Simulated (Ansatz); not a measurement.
Nb3Sn, pressure series

Start from Nb$_{3}$Sn in the A15 (Cr3Si type) structure (space group Pm-3n, No. 223).

```xyz
8
Lattice="5.3193 0.0000 0.0000 0.0000 5.3193 0.0000 0.0000 0.0000 5.3193" Properties=species:S:1:pos:R:3 pbc="T T T"
Nb     1.3298     0.0000     2.6597
Nb     3.9895     0.0000     2.6597
Nb     0.0000     2.6597     1.3298
Nb     0.0000     2.6597     3.9895
Nb     2.6597     1.3298     0.0000
Nb     2.6597     3.9895     0.0000
Sn     0.0000     0.0000     0.0000
Sn     2.6597     2.6597     2.6597
```

Cell and atoms are relaxed at each pressure.

Calculations: Ansatz (a program for electronic structure) PBE, without spin-orbit coupling.

Notes on the quantities. enthalpy: H = E + PV relative to the base's energy.

| variant | enthalpy | lattice parameter a |
|---|---|---|
| base | – | 5.319 Å |
| pressure −2 GPa | -0.24 eV/atom | 5.342 Å |
| pressure −1 GPa | -0.12 eV/atom | [?] |
| pressure 0.3 GPa | +0.04 eV/atom | 5.316 Å |
| pressure 0.7 GPa | +0.08 eV/atom | 5.312 Å |
| pressure 1.5 GPa | +0.18 eV/atom | 5.303 Å |
| pressure 3 GPa | +0.35 eV/atom | 5.288 Å |
| pressure 5 GPa | +0.58 eV/atom | 5.268 Å |
| pressure 7.5 GPa | +0.86 eV/atom | 5.245 Å |
| pressure 10 GPa | +1.14 eV/atom | 5.222 Å |

Q: Some entries are withheld; estimate them.

A: 
- pressure −1 GPa, lattice parameter a: 5.330 Å

Load acts through the strain it causes; cell and atoms are relaxed under it. Whether these cells are dynamically stable was not tested. No other phases were tried under pressure. The final runs are not spin-polarised.
